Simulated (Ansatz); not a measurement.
NaCl (Fm-3m), PBEsol, rigid bands (Ansatz, a first-principles code): band gap 5.01 eV, N_c = 6.18e18 cm⁻³ and N_v = 4.91e20 cm⁻³ at 300 K, conductivity masses of 0.398 mₑ (electrons) and 3.06 mₑ (holes). Take k_BT = 0.02585 eV.

**Question.** Find the intrinsic carrier density and the intrinsic Fermi level.

**Answer.** n_i = √(N_c N_v) exp(−E_g/2k_BT) = 5.51e19 × exp(−96.90) = 4.6e-23 cm⁻³. The level lies (k_BT/2) ln(N_v/N_c) = 57 meV from mid-gap (positive towards the conduction band). Each 0.1 eV added to the gap lowers n_i by a factor of 6.9.

**Question.** What thermal injection velocity √(2k_BT/πm) limits a ballistic channel?

**Answer.** 8.53e6 cm/s for electrons and 3.08e6 cm/s for holes, a ratio of √(m_h/m_e) = 2.77, for dilute carriers.

**Question.** A film of it is 3 nm thick. Estimate the confinement energies in an infinite well.

**Answer.** ħ²π²/(2m t²) = 0.376 eV·nm²/(m/mₑ × t²) gives 105 meV for electrons and 13.7 meV for holes, so the gap would widen to about 5.13 eV. Finite barriers and nonparabolic bands lower this, and with several valleys or bands the heaviest mass along the normal sets the lowest level, not this average.

Rigid, parabolic bands with the computed gap; masses take one relaxation time for all states. Spin-orbit coupling is left out; where it splits the top of the valence band, N_v and the p-type Seebeck coefficient come out somewhat high without it.
